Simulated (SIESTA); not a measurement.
## Worked example: self-consistent single point of PbO (P4/nmm, 4 atoms in the cell) in SIESTA

Method: SIESTA with GGA PBE, numerical atomic orbitals DZP, PseudoDojo PBE standard norm-conserving potentials (rewritten from UPF to PSML).

Input as run:

```
# files in the folder: Pb.psml O.psml (PseudoDojo PBE standard)
SystemName  PbO
SystemLabel pbo

NumberOfAtoms                4
NumberOfSpecies              2
%block ChemicalSpeciesLabel
  1 82 Pb
  2 8 O
%endblock ChemicalSpeciesLabel
LatticeConstant              3.980000 Ang
%block LatticeVectors
     1.000000000    0.000000000    0.000000000
     0.000000000    1.000000000    0.000000000
     0.000000000    0.000000000    1.261306533
%endblock LatticeVectors
AtomicCoordinatesFormat      Ang
%block AtomicCoordinatesAndAtomicSpecies
     1.990000000    0.000000000    3.840300000  1
     0.000000000    1.990000000    1.179700000  1
     1.990000000    1.990000000    0.000000000  2
     0.000000000    0.000000000    0.000000000  2
%endblock AtomicCoordinatesAndAtomicSpecies

XC.functional                GGA
XC.authors                   PBE
PAO.BasisSize                DZP
PAO.EnergyShift              0.01 Ry
MeshCutoff                   300 Ry
%block kgrid.MonkhorstPack
    6   0   0  0.0
    0   6   0  0.0
    0   0   5  0.0
%endblock kgrid.MonkhorstPack
OccupationFunction           FD
ElectronicTemperature        0.05 eV

MaxSCFIterations             150
SCF.Mixer.Method             Broyden
SCF.Mixer.Weight             0.1
SCF.Mixer.History            8
SCF.DM.Tolerance             1.0E-05
Diag.ParallelOverK           true
WriteForces                  true
```

Output, abridged:

```
reinit: Reading from file input.fdf

reinit: System Name: PbO
reinit: System Label: pbo

coor:   Atomic-coordinates input format  =     Cartesian coordinates
coor:                                          (in Angstroms)

siesta: Atomic coordinates (Bohr) and species
siesta:      3.76055   0.00000   7.25712  1        1
siesta:      0.00000   3.76055   2.22931  1        2
siesta:      3.76055   3.76055   0.00000  2        3
siesta:      0.00000   0.00000   0.00000  2        4

siesta: System type = bulk

initatomlists: Number of atoms, orbitals, and projectors:      4    62    78

siesta: ******************** Simulation parameters ****************************
redata: Spin configuration                          = none
redata: Time-Reversal Symmetry                      = T
redata: Number of Atomic Species                    =        2
redata: Mesh Cutoff                                 =   300.0000 Ry
redata: Net charge of the system                    =     0.0000 |e|
redata: Min. number of SCF Iter                     =        0
redata: Max. number of SCF Iter                     =      150
redata: SCF convergence failure will abort job
redata: SCF mix quantity                            = Hamiltonian
redata: Mix DM or H after convergence               =   F
redata: Recompute H after scf cycle                 =   F
redata: Mix DM in first SCF step                    =   T
redata: No kicks to SCF
redata: DM Mixing Weight for Kicks                  =     0.5000
redata: Require Harris convergence for SCF          =   F
redata: Harris energy tolerance for SCF             =     0.000100 eV
redata: Require DM convergence for SCF              =   T
redata: DM tolerance for SCF                        =     0.000010
redata: Require EDM convergence for SCF             =   F
redata: EDM tolerance for SCF                       =     0.001000 eV
redata: Require H convergence for SCF               =   T
redata: Hamiltonian tolerance for SCF               =     0.001000 eV
redata: Require (free) Energy convergence for SCF   =   F
redata: (free) Energy tolerance for SCF             =     0.000100 eV
redata: Using DFT-D3 dispersion                     =   F
redata: Using Saved Data (generic)                  =   F
redata: Method of Calculation                       = Diagonalization
redata: Electronic Temperature                      =   580.2259 K
redata: Number of TDED substeps                     =        3
redata: Dynamics option                             = Single-point calculation
redata: Save all siesta data in one NC              =   F
redata: ***********************************************************************

%block SCF.Mixers
  Broyden
%endblock SCF.Mixers

%block SCF.Mixer.Broyden
  # Mixing method
  method broyden

  # Mixing options
  weight 0.1000
  weight.linear 0.1000
  weight.prime 0.1000
  history 8
%endblock SCF.Mixer.Broyden

DM_history_depth set to one: no extrapolation allowed by default for geometry relaxation
Size of DM history Fstack: 1
Total number of electrons:    40.000000
Total ionic charge:    40.000000

* ProcessorY, Blocksize:    1  63

* Orbital distribution balance (max,min):    62    62

k-point displ. along   1 input, could be:     0.00    0.50
k-point displ. along   2 input, could be:     0.00    0.50
 Kpoints in:          108 . Kpoints trimmed:           96

siesta: k-grid: Number of k-points = 96
siesta: k-points from Monkhorst-Pack grid
siesta: k-cutoff (effective) =    11.940 Ang
siesta: k-point supercell and displacements
siesta: k-grid:     6     0     0      0.000
siesta: k-grid:     0     6     0      0.000
siesta: k-grid:     0     0     5      0.000

diag: Algorithm                                     = D&C
diag: Parallel over k                               =   F
diag: Use parallel 2D distribution                  =   F
diag: Parallel block-size                           = 63
diag: Parallel distribution                         =     1 x     1
diag: Used triangular part                          = Lower
diag: Absolute tolerance                            =  0.100E-15
diag: Orthogonalization factor                      =  0.100E-05
diag: Memory factor                                 =  1.0000

superc: Internal auxiliary supercell:     5 x     5 x     5  =     125
superc: Number of atoms, orbitals, and projectors:    500   7750   9750

                        Single-point calculation

superc: Internal auxiliary supercell:     5 x     5 x     5  =     125
superc: Number of atoms, orbitals, and projectors:    500   7750   9750

outcell: Unit cell vectors (Ang):
        3.980000    0.000000    0.000000
        0.000000    3.980000    0.000000
        0.000000    0.000000    5.020000

outcell: Cell vector modules (Ang)   :    3.980000    3.980000    5.020000
outcell: Cell angles (23,13,12) (deg):     90.0000     90.0000     90.0000
outcell: Cell volume (Ang**3)        :     79.5188
new_DM -- step:     1
Initializing Density Matrix...

Attempting to read DM from file... Failed...
DM filled with atomic data:

InitMesh: MESH = 48 x 48 x 54 = 124416
InitMesh: Mesh cutoff (required, used) =   300.000   319.803 Ry

stepf: Fermi-Dirac step function

        iscf     Eharris(eV)        E_KS(eV)     FreeEng(eV)     dDmax    Ef(eV) dHmax(eV)
   scf:    1    -4687.049126    -4694.977614    -4694.977614  0.462474 -4.128212 11.138859
   scf:    2    -4701.124052    -4698.316673    -4698.316673  0.052241 -4.068151  7.048382
   scf:    3    -4701.120771    -4700.750545    -4700.750546  0.088504 -3.733435  1.388995
   scf:    4    -4699.348763    -4700.354068    -4700.354068  0.069386 -3.943908  3.377389
   scf:    5    -4701.119812    -4700.815128    -4700.815128  0.024272 -3.852797  1.280222
   scf:    6    -4700.847412    -4700.831750    -4700.831750  0.015529 -3.860895  1.178270
   [... 8 lines left out ...]
   scf:   15    -4700.895916    -4700.895916    -4700.895916  0.000014 -3.801530  0.000341
   scf:   16    -4700.895916    -4700.895916    -4700.895916  0.000013 -3.801522  0.000314
   scf:   17    -4700.895916    -4700.895916    -4700.895916  0.000012 -3.801511  0.000287
   scf:   18    -4700.895916    -4700.895916    -4700.895916  0.000011 -3.801518  0.000261
   scf:   19    -4700.895916    -4700.895916    -4700.895916  0.000009 -3.801503  0.000237

SCF Convergence by DM+H criterion
max |DM_out - DM_in|         :     0.0000093114
max |H_out - H_in|      (eV) :     0.0002374959
SCF cycle converged after 19 iterations

Using DM_out to compute the final energy and forces

siesta: E_KS(eV) =            -4700.8959

siesta: E_KS - E_eggbox =     -4700.8959

siesta: Atomic forces (eV/Ang):
     1    0.000000   -0.000000   -0.653173
     2    0.000000    0.000000    0.653173
     3    0.000000    0.000000   -0.000000
     4   -0.000000    0.000000   -0.000000
   Tot    0.000000   -0.000000    0.000000
   Max    0.653173
   Res    0.266657    sqrt( Sum f_i^2 / 3N )
   Max    0.653173    constrained

Stress tensor Voigt[x,y,z,yz,xz,xy] (kbar):      -61.76      -61.76      -44.92       -0.00        0.00        0.00
(Free)E + p*V (eV/cell)    -4698.1092
Target enthalpy (eV/cell)    -4700.8959

siesta: Program's energy decomposition (eV):
siesta: Ebs     =      -629.119634
siesta: Eions   =      5760.055115
siesta: Ena     =       538.766923
siesta: Ekin    =      2485.401587
siesta: Enl     =      -697.412630
siesta: Eso     =         0.000000
siesta: Edftu   =         0.000000
siesta: DEna    =        20.344613
siesta: DUscf   =         1.666706
siesta: DUext   =         0.000000
siesta: Ex      =     -1207.113051
siesta: Ec      =       -82.494948
siesta: Exc     =     -1289.607999
siesta: Eharris =     -4700.895916
siesta: Etot    =     -4700.895916
siesta: FreeEng =     -4700.895916

siesta: Atomic forces (eV/Ang):
siesta:      1    0.000000   -0.000000   -0.653173
siesta:      2    0.000000    0.000000    0.653173
siesta:      3    0.000000    0.000000   -0.000000
siesta:      4   -0.000000    0.000000   -0.000000
siesta: ----------------------------------------
siesta:    Tot    0.000000   -0.000000    0.000000

siesta: Stress tensor (static) (eV/Ang**3):
siesta:    -0.038549   -0.000000    0.000000
siesta:     0.000000   -0.038549   -0.000000
siesta:     0.000000   -0.000000   -0.028036

siesta: Cell volume =         79.518808 Ang**3

siesta: Pressure (static):
siesta:                Solid            Molecule  Units
siesta:           0.00038168          0.00046102  Ry/Bohr**3
siesta:           0.03504443          0.04232921  eV/Ang**3
siesta:          56.14736524         67.81887556  kBar
```

The run converged in 19 iterations.

The starting cell has typed, rounded lattice constants, without a prior relaxation at this level. Values carry the incompleteness of an atom-centred basis. With a pressure of about 6 GPa the cell is away from its equilibrium volume at this level.

Cost on one core of a shared machine: roughly 50 s.
